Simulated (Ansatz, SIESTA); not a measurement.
An Ansatz (a first-principles code) input for a self-consistent single point of NiAl (Pm-3m, 2 atoms in the cell) (DFT, LDA (PW92), plane waves, default PAW files made with PBE):

Ansatz 0.2 input:
```yaml
crystal:
  lattice:
    - [2.90994100, 0.00000000, 0.00000000]
    - [0.00000000, 2.90994100, 0.00000000]
    - [0.00000000, 0.00000000, 2.90994100]
  atoms:
    - { symbol: Al, position: [0.50000000, 0.50000000, 0.50000000] }
    - { symbol: Ni, position: [0.00000000, 0.00000000, 0.00000000] }
basis:
  ecutwfc: 30.9 Ry
kpoints:
  mp_grid:
    grid: [8, 8, 8]
hamiltonian:
  xc: lda
  pseudopotentials:
    kind: paw
scf:
  occupations:
    method: gaussian
    width: 0.0073 Ry
output:
  forces: true
  eigenvalues: true
  stress: true
```

Problem. Give the SIESTA input for the same structure, mesh, smearing and functional.

Solution. This is the input that was run; spellings and numerical settings could be chosen otherwise.

```
# files in the folder: Al.psml Ni.psml (PseudoDojo LDA standard)
SystemName  NiAl
SystemLabel siesta

NumberOfAtoms                2
NumberOfSpecies              2
%block ChemicalSpeciesLabel
  1 13 Al
  2 28 Ni
%endblock ChemicalSpeciesLabel
LatticeConstant              1.0 Ang
%block LatticeVectors
     2.909941000    0.000000000    0.000000000
     0.000000000    2.909941000    0.000000000
     0.000000000    0.000000000    2.909941000
%endblock LatticeVectors
AtomicCoordinatesFormat      Ang
%block AtomicCoordinatesAndAtomicSpecies
     1.454970500    1.454970500    1.454970500  1
     0.000000000    0.000000000    0.000000000  2
%endblock AtomicCoordinatesAndAtomicSpecies

XC.functional                LDA
XC.authors                   PW92
PAO.BasisSize                DZP
PAO.EnergyShift              0.01 Ry
MeshCutoff                   400 Ry
%block kgrid.MonkhorstPack
    8   0   0  0.0
    0   8   0  0.0
    0   0   8  0.0
%endblock kgrid.MonkhorstPack
OccupationFunction           MP
OccupationMPOrder            0
ElectronicTemperature        100.0 meV

MaxSCFIterations             150
SCF.Mixer.Method             Pulay
SCF.Mixer.Weight             0.1
SCF.Mixer.History            8
SCF.DM.Tolerance             1.0E-05
Diag.ParallelOverK           true
WriteForces                  true
Charge.Mulliken              end
```

Basis settings and potentials, where a program has them, do not carry over. This input uses DFT, LDA PW92, numerical atomic orbitals DZP, PseudoDojo LDA standard norm-conserving potentials (rewritten from UPF to PSML). LDA parametrisations can differ slightly between programs. The width in Ry is rounded to four decimals. Both were run: pressure -12.61 GPa in Ansatz and -15.50 in SIESTA. Ansatz's pressure is the one without its finite-basis correction.

On Ansatz: the starting cell has typed, rounded lattice constants, without a prior relaxation at this level. Its lattice was rescaled by a random factor within 2.5 % of one. Spin polarisation is off. With a pressure of about -13 GPa the cell is away from its equilibrium volume at this level.

On SIESTA: the starting cell has typed, rounded lattice constants, without a prior relaxation at this level. Its lattice was rescaled by a random factor within 2.5 % of one. Spin polarisation is off. Values carry the incompleteness of an atom-centred basis. With a pressure of about -16 GPa the cell is away from its equilibrium volume at this level.
